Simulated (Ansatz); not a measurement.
Take HfC in the rock salt structure (space group Fm-3m, No. 225; a = 4.6071 Å; relaxed with 0.1 eV smearing) as the base. Axes: x, y, z lie along the cube axes.

Calculations: plane-wave PAW DFT at the PBEsol level (Ansatz, a quantum-chemistry and plane-wave program, 420 eV), no spin-orbit coupling.

For the base:

- Shortest interatomic distance: 2.304 Å
- Pressure: 0.0 GPa
- Band gap: zero

Modification: a pure shear with ε_xy = ε_yx = 0.0143; the atoms relax in the strained cell.

Task: How does this affect the energy relative to the base, shortest interatomic distance, pressure and band gap?

Result: The energy increases by 5.4 meV/atom; the shortest interatomic distance remains 2.304 Å; the pressure (mean of the normal stresses, compression positive) remains 0.0 GPa; the band gap remains zero.

Whether these cells are dynamically stable was not tested. All final runs are without spin polarisation.
